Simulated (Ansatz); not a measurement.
Start from TiAl (space group P4/mmm, No. 123; a = 2.766 Å, c = 4.002 Å; relaxed with 0.1 eV smearing). Axes: x, y, z lie along a, b, c of the conventional cell.

Method: Ansatz (an electronic-structure program), LDA, PAW, cutoff 420 eV, scalar-relativistic without spin-orbit coupling.

Base values:

```
Item                            Result
-----------------------------  -------
Shortest interatomic distance  2.766 Å
```

Perturbation: the cell is compressed by 2.50 % along x with no lateral relaxation; the atoms relax in the strained cell.

Question: How does this affect the stress, shortest interatomic distance and energy relative to the base?

Answer: The stress (xx, yy, zz, yz, xz, xy; compression positive) amounts to (5.8, 1.8, 2.6, 0.0, 0.0, 0.0) GPa; the shortest interatomic distance shrinks by 0.069 Å (2.766 Å → 2.697 Å); the energy goes up by 6.7 meV/atom.

Whether these cells are dynamically stable was not tested. The final runs are not spin-polarised.
